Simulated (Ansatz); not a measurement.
System: BN (model structure, started from the BeO type, P4₂/mnm, No. 136, 8 atoms in the cell). Method: PBEsol (plane waves, PAW; Ansatz, a quantum-chemistry and plane-wave program).

Numerical settings: plane-wave cutoff 520 eV, 8×8×14 k mesh (along the axes of the cell as run), Fermi–Dirac smearing 0.01 eV, scalar-relativistic PAW data made under PBE.

The cell is the one relaxed with PBEsol. Conventional cell: a = 4.3988 Å, b = 4.3988 Å, c = 2.5386 Å, α = 90.00°, β = 90.00°, γ = 90.00°.

```
BN
1.0
    4.39880     0.00000     0.00000
    0.00000     4.39880     0.00000
    0.00000     0.00000     2.53858
B N
4 4
Direct
  0.32590   0.67410   0.00000
  0.67410   0.32590   0.00000
  0.82590   0.82590   0.50000
  0.17410   0.17410   0.50000
  0.31240   0.31240   0.00000
  0.68760   0.68760   0.00000
  0.18760   0.81240   0.50000
  0.81240   0.18760   0.50000
```

**Question.** List the 22 lowest band energies at Γ above −25 eV (eV, relative to the valence band maximum), grouping those that round alike.

**Answer.** At Γ: -20.22, -16.11 (×2), -15.89, -9.93, -9.39, -7.33 (×2), -5.72, -5.00, -2.36 (×2), -0.45, -0.27, -0.03 (×2), 7.00, 7.48, 8.46 (×2), 8.51, 9.36.

Note: the relaxation could raise the start's symmetry but not lower it, so the cell can be a saddle point.

A model structure was made by putting elements into a prototype or built by hand; it is no filed structure, need not be a known phase, and can be a saddle point held by its symmetry.
